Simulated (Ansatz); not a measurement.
Consider Al in the fcc (Cu type) structure (space group Fm-3m, No. 225; relaxed with 0.1 eV smearing).

```yaml
crystal:
  lattice:
    - [0.00000, 1.99194, 1.99194]
    - [1.99194, 0.00000, 1.99194]
    - [1.99194, 1.99194, 0.00000]
  atoms:
    - { symbol: Al, position: [0.00000, 0.00000, 0.00000] }
```

Cartesian axes are those of the cell as printed.

The values are results of DFT with LDA, PAW potentials and a 420 eV plane-wave cutoff in Ansatz (an electronic-structure program), without spin-orbit coupling, not measurements.

For the base:

- Shortest interatomic distance: 2.817 Å

The change: biaxial strain +2.00 %, plane normal [001], relaxed out of plane (Cartesian); in-plane vectors clamped, the third vector and the atoms free.

Problem. What happens to the shortest interatomic distance, out-of-plane strain and in-plane stress?

Solution. The shortest interatomic distance stays 2.817 Å; the out-of-plane strain comes out as -2.08 %; the mean in-plane stress (compression positive) amounts to -2.1 GPa.

No phonon test of stability was made.
